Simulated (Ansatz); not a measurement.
Fluorite HfO2 (high-temperature phase) was calculated with r²SCAN0 (plane waves, PAW; Ansatz, a quantum-chemistry and plane-wave program).

Numerical settings: plane-wave cutoff 600 eV, 8×8×8 k mesh, scalar-relativistic PAW data made under PBE.

Computed at the level's own relaxed cell.

Elastic tensor (GPa, Voigt notation, ions relaxed):

```
  631.7   113.2   113.2     0.0     0.0     0.0
  113.2   631.7   113.2     0.0     0.0     0.0
  113.2   113.2   631.7     0.0     0.0     0.0
    0.0     0.0     0.0    83.6     0.0     0.0
    0.0     0.0     0.0     0.0    83.6     0.0
    0.0     0.0     0.0     0.0     0.0    83.6
```

### Question
Work out the Voigt, Reuss and Hill averages of the bulk and shear moduli, Young's modulus and Poisson's ratio from the printed constants.

### Answer
K_V = [C11 + C22 + C33 + 2(C12 + C13 + C23)]/9 = [1895.1 + 2 × 339.6]/9 = 286.0 GPa. G_V = [1895.1 − 339.6 + 3 × 250.8]/15 = 153.9 GPa. From the compliances S = C⁻¹, K_R = 286.0 and G_R = 114.7 GPa. Hill means: K = 286.0, G = 134.3 GPa. E = 9KG/(3K + G) = 348 GPa, ν = (3K − 2G)/(6K + 2G) = 0.30, K/G = 2.13.

Note: symmetry holds this phase in the static calculation, where it need not be a minimum; held by symmetry at 0 K, a high-temperature phase can be a saddle point.

Spin–orbit coupling is not included.

The computed numbers hold no vibrational or temperature effects.
